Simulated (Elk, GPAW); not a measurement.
A GPAW input for a self-consistent single point of AlInAg2Se4 (I-4, 8 atoms in the cell) (DFT LDA (Perdew-Wang 92), plane waves, GPAW PAW datasets LDA (gpaw-data 1.0.1)):

```python
from ase import Atoms
from ase.units import GPa
from gpaw import GPAW, PW, FermiDirac

atoms = Atoms(['Al', 'In', 'Ag', 'Ag', 'Se', 'Se', 'Se', 'Se'],
              cell=[[-3.059215, 3.059215, 5.802380],
                    [3.059215, -3.059215, 5.802380],
                    [3.059215, 3.059215, -5.802380]],
              scaled_positions=[[0.250000, 0.750000, 0.500000],
                                [0.000000, 0.000000, 0.000000],
                                [0.750000, 0.250000, 0.500000],
                                [0.500000, 0.500000, 0.000000],
                                [0.601770, 0.637500, 0.504150],
                                [0.362500, 0.866650, 0.964270],
                                [0.133350, 0.097620, 0.495850],
                                [0.902380, 0.398230, 0.035730]],
              pbc=True)

calc = GPAW(mode=PW(600),
            xc='LDA',
            kpts=(3, 3, 3),
            occupations=FermiDirac(0.05),
            nbands=-8,
            convergence={'density': 1e-05, 'bands': -6},
            symmetry={'symmorphic': False, 'tolerance': 0.0005},
            maxiter=150,
            txt='-')

atoms.calc = calc

energy = atoms.get_potential_energy()
print('Energy (eV):', round(energy, 6))
forces = atoms.get_forces()
print('Forces (eV/Ang):')
print(forces.round(5))
stress = atoms.get_stress()
print('Stress (GPa, Voigt):', (stress / GPa).round(4))
```

**Question.** Write the same calculation as an input for Elk.

**Answer.** One input that does it (others would too):

```
tasks
  0

xctype
  3

tforce
  .true.

rgkmax
  8.0

gmaxvr
  18.0

lmaxapw
  10

lmaxo
  8

nxlo
  2

lorbcnd
  .true.

lradstp
  2

nrmtscf
  2.0

rmtscf
  0.94

lmaxi
  4

stype
  3

swidth
  0.00183747

scale
  13.67738894

avec
   -0.4226741325    0.4226741325    0.8016814551
    0.4226741325   -0.4226741325    0.8016814551
    0.4226741325    0.4226741325   -0.8016814551

atoms
  4   : nspecies
  'Al.in'   : spfname
  1   : natoms; atposl, bfcmt below
  0.2500000000  0.7500000000  0.5000000000    0.0 0.0 0.0
  'In.in'   : spfname
  1   : natoms; atposl, bfcmt below
  0.0000000000  0.0000000000  0.0000000000    0.0 0.0 0.0
  'Ag.in'   : spfname
  2   : natoms; atposl, bfcmt below
  0.7500000000  0.2500000000  0.5000000000    0.0 0.0 0.0
  0.5000000000  0.5000000000  0.0000000000    0.0 0.0 0.0
  'Se.in'   : spfname
  4   : natoms; atposl, bfcmt below
  0.6017700000  0.6375000000  0.5041500000    0.0 0.0 0.0
  0.3625000000  0.8666500000  0.9642700000    0.0 0.0 0.0
  0.1333500000  0.0976200000  0.4958500000    0.0 0.0 0.0
  0.9023800000  0.3982300000  0.0357300000    0.0 0.0 0.0

ngridk
  3 3 3
```

Basis settings and potentials, where a program has them, do not carry over. This input uses DFT, LDA (PW92), all-electron FP-LAPW, Elk's shipped species files, APW+lo basis with extra local orbitals. LDA parametrisations can differ slightly between programs.

The starting cell comes from a database of computed structures (which also holds hypothetical and non-ambient phases and stackings), without a prior relaxation at this level.
